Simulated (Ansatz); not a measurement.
# AlN: energy against strain

AlN (wurtzite, P6_3mc, 10.461 Å³/atom at rest, c along z) under a strain ε along c (axis z), the other axes held. PBEsol in Ansatz, a plane-wave DFT program (PAW, default set), 420 eV, 12×12×7 Γ-centred mesh, Fermi-Dirac smearing 0.05 eV; ions are relaxed within the symmetry of each cell.

Here s stands for strain and y for E less E0.

| strain (%) | E less E0 (meV/atom) |
|---|---|
| -3.00 | ? |
| -1.20 | 1.67 |
| -0.60 | 0.41 |
| 0.00 | 0.00 |
| 0.60 | 0.39 |
| 1.20 | 1.65 |

The 5 complete rows are fitted with a parabola, y against s. Least squares gives y = -0.010 - 0.0100·s + 1.1587·s². Residuals (row less fit): -0.001, -0.003, 0.010, -0.011, 0.003; standard error 0.011 (degrees of freedom: 2). Twice the quadratic coefficient over the volume, 2 × 1.1587 meV × 10⁴ × 0.1602 / 10.461 Å³, is the elastic constant C33 = 355 ± 3 GPa.

**Question.** Predict the withheld y at s = -3.00 from the fit, and compare with the calculation.

**Answer.** y = -0.010 - 0.0100 × (-3.0) + 1.1587 × (-3.0)² = 10.448 meV/atom. The calculation gives 10.28 meV/atom, 0.168 meV/atom below the prediction (1.6 % of the range of y in the table). The row lies outside the fitted rows, so this is an extrapolation. From the scatter of the fitted rows alone, a prediction at this place has a standard error of 0.071 meV/atom, so the miss is 2.4 times that.

One order more, fitted to all 11 runs of the series, follows each within 0.02, so the miss is the next term of a smooth law. Rows are the converged runs of the series near zero and its far end; series whose fitted rows scatter by over a few per cent of the range, as at a crossing or softening among them, aren't shown in this form. Most that stay on the fit to the last digits aren't either.
